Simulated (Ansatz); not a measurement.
Take HgSe in the zinc blende structure (space group F-43m, No. 216; a = 6.133 Å) as the base. Axes: x, y, z lie along the cube axes.

Method: PBEsol in Ansatz (plane waves to 420 eV, PAW, no spin-orbit coupling).

Strains are applied to the cell and any free atomic positions relax; under biaxial strain the out-of-plane vector relaxes too.

One change was made to it. Results:

| quantity | base | after |
|---|---|---|
| energy relative to the base (free energy F) | 0 meV/atom | +6.5 meV/atom |
| shortest interatomic distance | 5.018 bohr | 5.041 bohr |
| pressure (mean of the normal stresses, compression positive) | 0.0 GPa | -1.2 GPa |

Problem. What was done to the base?
(A) biaxial strain +2.08 %, plane normal [111], relaxed out of plane
(B) biaxial strain −0.83 %, plane normal [111], relaxed out of plane
(C) biaxial strain −1.67 %, plane normal [111], relaxed out of plane
(D) biaxial strain +2.50 %, plane normal [111], relaxed out of plane

Solution. A, biaxial strain +2.08 %, plane normal [111], relaxed out of plane. For comparison, the energy relative to the base in the other runs: biaxial strain −1.67 %, plane normal [111], relaxed out of plane gives +4.3 meV/atom; biaxial strain −0.83 %, plane normal [111], relaxed out of plane gives +1.1 meV/atom; biaxial strain +2.50 %, plane normal [111], relaxed out of plane gives +9.4 meV/atom.

A case with no gap was solved on a k-mesh chosen for an insulator, which is coarse for it. No phonon test of stability was made. All final runs are without spin polarisation.

Ansatz is an electronic-structure program.
